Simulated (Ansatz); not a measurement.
The starting structures come from a database of crystals and need not be the phases stable at ambient conditions.

 Where the default PAW files enter, the runs use the earlier of Ansatz's two default sets.

## Evanescent states of PtS (P4_2/mmc, not sure to be the ambient phase, 4 atoms a cell, 18.7 Å³ an atom) along the normal of (111)

The numbers are results of r2SCAN (plane waves, PAW; Ansatz, an electronic-structure program), not measurements.

No gap correction and no spin-orbit coupling; mid-gap values are interpolated between computed energies.

Energies count from the valence-band top; κ is the least over a 8×6 mesh across the current.

```csv
E (eV),κ (1/Å),where
0.03,0.041,off Γ
0.09,0.069,off Γ
0.15,0.086,off Γ
0.21,0.099,off Γ
0.27,0.110,off Γ
0.33,0.118,off Γ
0.39,0.124,off Γ
0.45,0.129,off Γ
0.51,0.134,off Γ
0.57,0.137,off Γ
0.63,0.139,off Γ
0.69,0.132,off Γ
0.75,0.093,off Γ
```

Q: How thick must the barrier be to attenuate the transmission by 10^8 when the electrodes' Fermi level lies at 0.39 eV, and what attenuation does that film give at 0.09 eV?

A: d = 8 ln 10 / (2 × 0.124) = 74.3 Å. At 0.09 eV it gives 8 × 0.069/0.124 = 4.5 decades.
